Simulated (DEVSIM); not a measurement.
Structure: Pt/SiO2/p-Ge capacitor, at 300 K.

```tsv
layer (left to right)	material	thickness (nm)	Na (cm⁻³)
1	SiO2	51.0	-
2	Ge	16000	1.4e15
```

Metal gate on the left, work function 5.6 eV. Fixed charge at the semiconductor interface 1.4e11 cm⁻² (in units of +e); no interface traps.

The device is made up for the run: typed textbook-type constants, with dimensions and the other settings drawn at random. Values at 300 K.

```csv
parameter,SiO2,Ge
gap (eV),9,0.664
affinity (eV),0.9,4
permittivity,3.9,16
Nc (cm⁻³),-,1.04e19
Nv (cm⁻³),-,6e18
```

Simulated with DEVSIM: 1D Poisson equation in equilibrium, Boltzmann statistics, complete ionisation; no quantum confinement or tunnelling. Metal contacts follow the ideal Schottky-Mott rule: no Fermi-level pinning, no interface dipoles.

The substrate doping was swept, all else fixed.

```json
[
 {"substrate doping (cm^-3)": "7e13", "flat-band voltage (V)": "0.90", "threshold voltage (band bending 2φF) (V)": "0.98", "minimum of the low-frequency capacitance (μF/cm²)": "0.0180"},
 {"substrate doping (cm^-3)": "1.4e14", "flat-band voltage (V)": "0.88", "threshold voltage (band bending 2φF) (V)": "…", "minimum of the low-frequency capacitance (μF/cm²)": "…"},
 {"substrate doping (cm^-3)": "2.8e14", "flat-band voltage (V)": "0.86", "threshold voltage (band bending 2φF) (V)": "1.06", "minimum of the low-frequency capacitance (μF/cm²)": "0.0180"},
 {"substrate doping (cm^-3)": "7e14", "flat-band voltage (V)": "0.84", "threshold voltage (band bending 2φF) (V)": "1.13", "minimum of the low-frequency capacitance (μF/cm²)": "0.0225"},
 {"substrate doping (cm^-3)": "1.4e15", "flat-band voltage (V)": "0.82", "threshold voltage (band bending 2φF) (V)": "1.21", "minimum of the low-frequency capacitance (μF/cm²)": "0.0244"},
 {"substrate doping (cm^-3)": "2.8e15", "flat-band voltage (V)": "0.80", "threshold voltage (band bending 2φF) (V)": "1.32", "minimum of the low-frequency capacitance (μF/cm²)": "0.0279"}
]
```

### Question
Some entries are withheld; supply them.

### Answer

- 1.4e14, threshold voltage (band bending 2φF) (V): 1.02
- 1.4e14, minimum of the low-frequency capacitance (μF/cm²): 0.0172
